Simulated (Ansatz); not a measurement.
## GaP, pressure series

Take GaP in the zinc blende structure (space group F-43m, No. 216) as the base.

```xyz
2
Lattice="0.0000 2.7257 2.7257 2.7257 0.0000 2.7257 2.7257 2.7257 0.0000" Properties=species:S:1:pos:R:3 pbc="T T T"
Ga     0.0000     0.0000     0.0000
P      1.3628     1.3628     1.3628
```

Cell and atoms are relaxed at each pressure.

Computed with plane-wave PAW DFT at the r2SCAN level (Ansatz, an electronic-structure program, 500 eV), scalar-relativistic without spin-orbit coupling.

Candidates:
(a) pressure 22.5 GPa
(b) pressure 2.1 GPa
(c) pressure −1 GPa
(d) pressure 0.9 GPa

For the base:

The band gap comes out as 1.85 eV.

### Question
Order them by band gap, highest first.

### Answer
(c) pressure −1 GPa (1.87 eV), (d) pressure 0.9 GPa (1.83 eV), (b) pressure 2.1 GPa (1.81 eV), (a) pressure 22.5 GPa (1.47 eV)

Load acts through the strain it causes; cell and atoms are relaxed under it. No phonon test of stability was made. Tetrahedral semiconductors of this kind turn to denser phases somewhere between about 1 and 50 GPa; those were not computed, so compressed cells here can lie past the real transition.
